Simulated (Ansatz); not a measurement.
## Ansatz run on SrGe₂Ru₂ (I4mm, 5 atoms in the cell): self-consistent single point

Computed with LDA (PW92), default PAW files made with PBE (plane waves; Ansatz, a quantum-chemistry and plane-wave program).

Input as run:

Ansatz 0.2 input:
```yaml
crystal:
  lattice:
    - [-2.150036, 2.150036, 5.141289]
    - [2.150036, -2.150036, 5.141289]
    - [2.150036, 2.150036, -5.141289]
  atoms:
    - { symbol: Sr, position: [0.004863, 0.004863, 0.000000] }
    - { symbol: Ge, position: [0.642180, 0.642180, 0.000000] }
    - { symbol: Ge, position: [0.357820, 0.357820, 0.000000] }
    - { symbol: Ru, position: [0.750000, 0.250000, 0.500000] }
    - { symbol: Ru, position: [0.250000, 0.750000, 0.500000] }
basis:
  ecutwfc: 420.0
kpoints:
  mp_grid: { grid: [5, 5, 5] }
hamiltonian:
  xc: lda
  pseudopotentials: { kind: paw }
scf:
  occupations: { method: fermi_dirac, width: 0.1 }
output:
  forces: true
  eigenvalues: true
  stress: true
```

Output (repeated stretches shortened):

```
WARN ansatz: RAYON_NUM_THREADS=1 ignored (pool sized by the plan → 1); use --threads N
Pseudopotentials: kind: paw
Pseudopotential: Sr, paw, valence charge 10
Pseudopotential: Ge, paw, valence charge 14
Pseudopotential: Ru, paw, valence charge 16
Crystal: 5 atoms, lattice volume = 95.066 Å³
Basis set: ecut = 420 eV, 1865 PW (Γ)
Bands: 42, of which v1, the nominal top of the filled ones, is band 35 counted from 1 (34 counted from 0)
Symmetry: 8 space group operations
Space group: I4mm (ITA 107), of the structure as read, at distance tolerance 4.6e-5 Å
k-points: 18 of 125 (time reversal used)
PAW frozen core: Sr, regenerated for the run's functional, and the local potential with it
PAW frozen core: Ge, regenerated for the run's functional, and the local potential with it
PAW frozen core: Ru, regenerated for the run's functional, and the local potential with it
Initial density: superposition of atomic densities (neutral atoms: chi_scale 0, normalization atom), corrected by the library's trained network
Initial wavefunctions: pseudopotential atomic-orbital guess
Eigensolver: davidson
Functional: x = slater, c = lda
SCF iter   1: F=—  HF=-23394.899807 eV  |F-HF|=—  |Δ(HF+E_count)|=         —  Δρ=6.67e-3  dr2=3.44e-2  ethr=1.77e-3  ⟨swp⟩=6.9  Hψ=3061  notcnv=0
all-band conjugate gradients solve this SCF's bands
preconditioner: auto → Kerker (q_TF=auto, 2.593 Å⁻¹)
SCF iter   2: F=—  HF=-23394.897740 eV  |F-HF|=—  |Δ(HF+E_count)|=   2.07e-3  Δρ=4.01e-3  dr2=1.70e-2  ethr=4.91e-5  ⟨swp⟩=2.6  Hψ=1331  notcnv=0
SCF iter   3: F=—  HF=-23394.895029 eV  |F-HF|=—  |Δ(HF+E_count)|=   2.71e-3  Δρ=1.17e-3  dr2=1.60e-3  ethr=2.43e-5  ⟨swp⟩=2.0  Hψ=982  notcnv=0
SCF iter   4: F=—  HF=-23394.894591 eV  |F-HF|=—  |Δ(HF+E_count)|=   4.39e-4  Δρ=5.17e-4  dr2=4.22e-4  ethr=2.29e-6  ⟨swp⟩=2.0  Hψ=954  notcnv=0
SCF iter   5: F=—  HF=-23394.894543 eV  |F-HF|=—  |Δ(HF+E_count)|=   4.77e-5  Δρ=1.98e-4  dr2=5.18e-5  ethr=6.03e-7  ⟨swp⟩=2.0  Hψ=1226  notcnv=0
SCF iter   6: F=—  HF=-23394.894504 eV  |F-HF|=—  |Δ(HF+E_count)|=   3.89e-5  Δρ=5.58e-5  dr2=7.57e-6  ethr=7.40e-8  ⟨swp⟩=2.0  Hψ=1236  notcnv=0
SCF iter   7: F=—  HF=-23394.894502 eV  |F-HF|=—  |Δ(HF+E_count)|=   1.72e-6  Δρ=1.46e-5  dr2=3.30e-7  ethr=1.08e-8  ⟨swp⟩=2.0  Hψ=983  notcnv=0
SCF iter   8: F=-23394.894502 eV  HF=-23394.894502 eV  |F-HF|=4.18e-8  |Δ(HF+E_count)|=   5.60e-8  Δρ=6.07e-6  dr2=5.52e-8  ethr=1.43e-10  ⟨swp⟩=6.9  Hψ=3280  notcnv=0
SCF 1 converged in 8 iterations: F = -23394.894502 eV  dr2 = 5.52e-8
SCF converged after 8 iterations
Free energy (F): -23394.894502 eV
Harris-Foulkes:  -23394.894502 eV  (|F-HF|=4.18e-8)
Internal energy: -23394.827811 eV  (E = F + TS)
E sigma→0 (E₀):  -23394.861157 eV
Entropy (-TS):   -0.066691 eV (-13.338 meV/atom)
Fermi energy:    13.373486 eV
--- Per-component energies (eV) ---
  E_band       = -587.885482
  E_kinetic    = 1507.534797
  E_local      = -9387.522069  (includes V_loc(G=0)·N_el)
  E_nonlocal   = 1752.248902
  E_hartree    = 3722.301581
  E_xc         = -703.293124
  E_vxc        = -772.831888  (∫ρ·V_xc dr)
  E_paw        = -13165.804925  (= ΣΔE_a)
  E_vpaw       = -1131.902764  (= ΣTr[D̂ρ^β])
  E_aug_tail   = 0.000149  (compensation charges beyond the density's cutoff)
  E_ewald      = -7125.547279
  E_core_change = 5.254158  (= ΣΔE_core)
  E_smearing   = -0.066691  (= −TS)
  E_closure    = 0.000000  (closes the sum)
  Σ components = -23394.894502   (vs F -23394.894502, Δ=0.00e0)
--- Forces (eV/Å), atoms counted from 1 ---
  atom   1  Sr     0.00000000     0.00000000    -0.18067033
  atom   2  Ge     0.00000000     0.00000000     0.03598059
  atom   3  Ge    -0.00000000    -0.00000000     0.03987786
  atom   4  Ru     0.00000000    -0.00000000     0.05240535
  atom   5  Ru    -0.00000000    -0.00000000     0.05240535
  max |Σ_I F_I| component: 1.18e-6 eV/Å
--- Stress (GPa, compression-positive) ---
       -4.062297      -0.000000      -0.000000
       -0.000000      -4.062297       0.000000
       -0.000000       0.000000      -3.153423
  P = ⅓ Tr σ = -3.7593 GPa (-37.593 kbar)
  The stress holds the Pulay correction. Without it, at fixed plane waves, as pw.x and ABINIT print it: P = -3.7851 GPa
--- Band table (eV; the first three rows and the last of 18) ---
  k-point 0: bands = ["-58.4199", "-58.3942", "-28.6680", "-28.6680", "-28.5105", "-28.5105", "-28.4039", "-28.3683", "-21.2293", "-10.6722", "-10.6504", "-10.6504", "-10.6305", "-10.6305", "-10.6158", "-10.6147", "-10.6100", "-10.5894", "-10.5746", [...]
  k-point 1: bands = ["-58.4154", "-58.3986", "-28.6757", "-28.6088", "-28.5732", "-28.5053", "-28.3970", "-28.3737", "-21.2254", "-10.6730", "-10.6556", "-10.6542", "-10.6364", "-10.6340", "-10.6164", "-10.6115", "-10.6085", "-10.5869", "-10.5759", [...]
  k-point 2: bands = ["-58.4081", "-58.4057", "-28.6881", "-28.6734", "-28.5120", "-28.4968", "-28.3858", "-28.3826", "-21.2191", "-10.6744", "-10.6646", "-10.6600", "-10.6443", "-10.6391", "-10.6182", "-10.6087", "-10.6057", "-10.5823", "-10.5777", [...]
  k-point 17: bands = ["-58.4174", "-58.3966", "-28.6544", "-28.6531", "-28.5270", "-28.5257", "-28.4006", "-28.3712", "-21.2260", "-10.6723", "-10.6550", "-10.6510", "-10.6344", "-10.6303", "-10.6163", "-10.6153", "-10.6072", "-10.5857", [...]
```

The run converged in 8 iterations.

The starting cell comes from a database of computed structures (which also holds hypothetical and non-ambient phases and stackings), without a prior relaxation at this level. Its lattice was rescaled by up to half a per cent. One atom was moved a little off its site on purpose. Spin polarisation is off. With a pressure of about -4 GPa the cell is away from its equilibrium volume at this level. Ansatz's pressure includes its estimate of the finite-basis (Pulay) stress.
